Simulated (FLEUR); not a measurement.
Worked example: self-consistent single point of C₃N₄ (R3m, 7 atoms in the cell) in FLEUR.

Method: PBEsol, all-electron FLAPW (FLEUR), scalar-relativistic valence.

```
C3N4
1.0
    2.42164     1.39813     3.61279
   -2.42164     1.39813     3.61279
    0.00000    -2.79627     3.61279
C N
3 4
Direct
  0.49006   0.49006   0.01933
  0.01933   0.49006   0.49006
  0.49006   0.01933   0.49006
  0.65970   0.17012   0.17012
  0.17012   0.65970   0.17012
  0.17012   0.17012   0.65970
  0.66560   0.66560   0.66560
```

Reference input (self-consistent single point, DFT, LDA (Perdew-Zunger), all-electron FLAPW (FLEUR), scalar-relativistic valence): Kmax = 4.7 1/bohr; GmaxXC = 14.1 1/bohr; xcFunctional = pz; jspins = 1; l_soc = F; mode = hist; fermiSmearingEnergy = 0.00036749 Htr; mesh (inpgen div1-3) = 6 6 6; inpgen gamma flag = true; Gmax = 14.1 1/bohr; numbands = 0; maxIterBroyd = 40. This run's input differs from it in these lines:

```diff
@@ -19,3 +19,3 @@
 &comp jspins=1 /
-&exco xctyp='pz' /
+&exco xctyp='PBEs' /
 &kpt div1=6 div2=6 div3=6 gamma=t /
@@ -32,3 +32,3 @@
       <coreElectrons ctail="T" frcor="F" kcrel="0" coretail_lmax="0"/>
-      <xcFunctional name="pz" relativisticCorrections="F"/>
+      <xcFunctional name="PBEs" relativisticCorrections="F"/>
       <magnetism jspins="1"/>
```

Output, abridged:

```
 Iteration:     1   Distance:      22.39000675 me/bohr^3
 Iteration:     2   Distance:      20.44010754 me/bohr^3
 Iteration:     3   Distance:      11.32325225 me/bohr^3
 Iteration:     4   Distance:       4.67520102 me/bohr^3
 Iteration:     5   Distance:       2.90313587 me/bohr^3
   [... 9 lines left out ...]
 Iteration:    15   Distance:       0.00011822 me/bohr^3
 Iteration:    16   Distance:       0.00001816 me/bohr^3
 Iteration:    17   Distance:       0.00001564 me/bohr^3
 Iteration:    18   Distance:       0.00000402 me/bohr^3
 Reset of history
 Run finished successfully
 Stop message:
   Structural relaxation: new displacements generated

[file out, last iteration]
             iter=     19
[...]
          total density-effective poten   -5.0380721090E+02
          total charge density-energy d   -4.2171071399E+01
 Updated energy parameters for spin:           1
[...]
 fermi energy and band-weighting factors:
    0.548439

[...]
FERMIE:
          first approx. to ef    (T=0)  :   0.146129 htr   (energy of the highest occ. eigenvalue)
          number of occ. states  (T=0)  :        512
          first approx. to seigv (T=0)  :  -6.642876 htr
          sum of weights of occ. states :  16.000000
          sum of semicore charge        :   0.000000 e
FERHIS:  Fermi-Energy by histogram:
          bandgap                     :   0.052252 htr
   [... lines left out ...]
          charge neutrality (T=0)     :   0.000000    (zero if the highest occ. eigenvalue is "entirely" occupied)
 Direct bandgap for spin            1 :    5.2252132921078220E-002  Htr
 ---->    free energy=                      -331.9197223445 htr
   [... lines left out ...]
 TOTAL FORCE FOR ATOM TYPE=  1  X=  0.000   Y=  2.487   Z=  6.823
                       FX_TOT= 0.000000 FY_TOT=-0.011528 FZ_TOT= 0.000128
 TOTAL FORCE FOR ATOM TYPE=  2  X= -2.336   Y= -1.349   Z=  0.000
                       FX_TOT=-0.008497 FY_TOT=-0.004906 FZ_TOT=-0.000357
 TOTAL FORCE FOR ATOM TYPE=  3  X=  0.000   Y=  0.000   Z= -6.849
                       FX_TOT= 0.000000 FY_TOT= 0.000000 FZ_TOT= 0.000645
```

The run converged in 18 iterations. FLEUR gives forces in its relaxation mode, with a further iteration, so its stop message speaks of a relaxation. Against the reference run the gap on the mesh goes from 1.349 to 1.422 eV.

The starting cell comes from a database of computed structures (which also holds hypothetical and non-ambient phases and stackings), without a prior relaxation at this level. Its lattice was rescaled by a random factor within 2.5 % of one. Values depend on the basis (sphere radii, cutoffs, local orbitals), which need not be converged.

Cost on one core of a shared machine: roughly 4 min.
